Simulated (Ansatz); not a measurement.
AgCl, pressure series

The reference is AgCl in the CsCl type structure (space group Pm-3m, No. 221; a = 3.331 Å; a model cell, its experimental status unchecked).

Cell and atoms are relaxed at each pressure.

Calculations: Kohn–Sham DFT with the PBEsol functional, run in Ansatz (a program for electronic structure) with PAW and 420 eV plane waves, without spin-orbit coupling.

Candidates:
(a) pressure 0.9 GPa
(b) pressure 2.1 GPa
(c) pressure 4.5 GPa
(d) pressure 9 GPa
(e) pressure 15 GPa

Base values:

The smallest direct gap comes out as 2.27 eV.

Order them by smallest direct gap, highest first.

(e) pressure 15 GPa (2.98 eV), (d) pressure 9 GPa (2.72 eV), (c) pressure 4.5 GPa (2.51 eV), (b) pressure 2.1 GPa (2.38 eV), (a) pressure 0.9 GPa (2.32 eV)

Load acts through the strain it causes; cell and atoms are relaxed under it. Whether these cells are dynamically stable was not tested. Competing high-pressure phases were not computed. This is not the structure that AgCl has at room temperature and ambient pressure.
